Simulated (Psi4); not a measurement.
Psi4 1.11, PBE0/cc-pvdz, scf_type pk: [SiH3]O[SiH]1[SiH2]CC[SiH2]1, 19 atoms. The geometry is a generated start, not checked to be a minimum at this level.

- task: energy
- method: pbe0
- basis: cc-pvdz
- scf_type: pk
- guess: auto, which took SAD (default)
- diis_max_vecs: 10 (default)
- scf_initial_accelerator: adiis (default)
- e_convergence: 1e-06 (default)
- d_convergence: 1e-06 (default)
- dft_radial_points: 75 (default)
- dft_spherical_points: 302 (default)
- basis functions: 174
- grid points: 401584

On 4 threads. Build: conda-forge: OpenMP (LLVM), MKL, Libint2. Each setting ran once; only counts and results are compared.

Values of memory tried: 8 GB, 4 GB, 2 GB, 1 GB, 0.5 GB, 0.3 GB.

**Question.** How low can the memory setting go, and what changes on the way?

**Answer.** It runs down to 0.3 GB, the lowest tried, with the same result. At 8 GB: SCF: PK in core. From 2 GB down: SCF: PK on disk.

```json
[
 {"memory": "8 GB", "path": "SCF: PK in core", "peak memory": "2.6 GiB"},
 {"memory": "4 GB", "path": "SCF: PK in core", "peak memory": "2.4 GiB"},
 {"memory": "2 GB", "path": "SCF: PK on disk", "peak memory": "1.8 GiB"},
 {"memory": "1 GB", "path": "SCF: PK on disk", "peak memory": "1.1 GiB"},
 {"memory": "0.5 GB", "path": "SCF: PK on disk", "peak memory": "0.81 GiB"},
 {"memory": "0.3 GB", "path": "SCF: PK on disk", "peak memory": "0.69 GiB"}
]
```

Peak memory is the kernel's count for the largest process, libraries included and scratch files not. The peak passes the setting at 1 GB, 0.5 GB, 0.3 GB: it is no hard cap.
